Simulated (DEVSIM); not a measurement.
System: TaN/SiO2/n-Si capacitor, at 300 K.

```csv
layer (left to right),material,thickness (nm),Nd (cm⁻³)
1,SiO2,7.40,-
2,Si,3400,2.9e16
```

Metal gate on the left, work function 4.4 eV. Fixed charge at the semiconductor interface 5.3e11 cm⁻² (in units of +e); no interface traps.

This is a model device: material constants are rounded textbook-type values typed into the input, and sizes, dopings and lifetimes were drawn at random. Values at 300 K.

| parameter | SiO2 | Si |
|---|---|---|
| gap (eV) | 9 | 1.124 |
| affinity (eV) | 0.9 | 4.05 |
| permittivity | 3.9 | 11.7 |
| Nc (cm⁻³) | - | 2.86e19 |
| Nv (cm⁻³) | - | 3.1e19 |

Model (solved in DEVSIM): 1D Poisson equation in equilibrium, Boltzmann statistics, complete ionisation; no quantum confinement or tunnelling. Metal contacts follow the ideal Schottky-Mott rule: no Fermi-level pinning, no interface dipoles.

The SiO2 thickness was swept, all else fixed.

```
SiO2 thickness (μm)  flat-band voltage (V)  capacitance of the dielectric stack (μF/cm²)  threshold voltage (band bending 2φF) (V)  minimum of the low-frequency capacitance (μF/cm²)
-------------------  ---------------------  --------------------------------------------  ----------------------------------------  -------------------------------------------------
0.003                                 0.10                                          1.15                                     -0.74                                             0.0601
0.0041                                0.07                                         0.842                                     -0.80                                             0.0584
0.0052                                0.04                                         0.664                                     -0.85                                             0.0580
0.0063                                0.02                                         0.548                                     -0.90                                             0.0562
0.0074                               -0.01                                         0.467                                     -0.96                                             0.0560
0.0089                               -0.05                                         0.388                                     -1.03                                             0.0540
```

From the first row to the last the flat-band voltage goes from 0.10 to -0.05. From the first row to the last the capacitance of the dielectric stack goes from 1.15 to 0.388.
